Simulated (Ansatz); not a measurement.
Consider Cu in the fcc (Cu type) structure (space group Fm-3m, No. 225; relaxed with 0.1 eV smearing).

```
Cu
1.0
    0.00000     1.75918     1.75918
    1.75918     0.00000     1.75918
    1.75918     1.75918     0.00000
Cu
1
Direct
  0.00000   0.00000   0.00000
```

Cartesian axes are those of the cell as printed.

Calculations: LDA (Ansatz, a quantum-chemistry and plane-wave program), scalar-relativistic without spin-orbit coupling.

Base values:

| Quantity | Value |
|---|---|
| Shortest interatomic distance | 2.488 Å |

The change: uniaxial strain ε_zz = −3.00 %, all other strain components held at zero; the atoms relax in the strained cell.

Question: What does the calculation give for the shortest interatomic distance, energy relative to the base and stress after the change?

Answer: The shortest interatomic distance shrinks by 0.037 Å, from 2.488 Å to 2.451 Å; the energy rises by 7.5 meV/atom; the stress (xx, yy, zz, yz, xz, xy; compression positive) amounts to (5.6, 5.6, 7.6, 0.0, 0.0, 0.0) GPa.

Whether these cells are dynamically stable was not tested. All final runs are without spin polarisation.
